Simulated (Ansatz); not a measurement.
The starting structures come from a database of crystals and need not be the phases stable at ambient conditions.

By PBEsol, the system below comes out a metal.

Data:

```xyz
4
Lattice="5.5344 0.0000 0.0000 -2.7672 4.7929 0.0000 2.7672 1.5976 2.2594" Properties=species:S:1:pos:R:3 pbc="T T T"
Nb     0.0000     0.0000     0.0000
Ir    -1.3836     2.3965     0.0000
Ir     1.3836     2.3965     0.0000
Ir     2.7672     0.0000     0.0000
```

Space group of this cell: Pm-3m, Cu3Au type. The cell is taken as given; by PBEsol its mean pressure is -8.0 GPa.

The current flows along the normal of the first two printed cell vectors, the (111) plane of the conventional cell. No spin-orbit coupling; the value is a mean over 0.1 eV about the Fermi level.

Task: Compute, with PBEsol (Ansatz, an electronic-structure program), the ballistic conductance per area.

Result: 0.60 × 10¹⁵ S/m² for both spins.
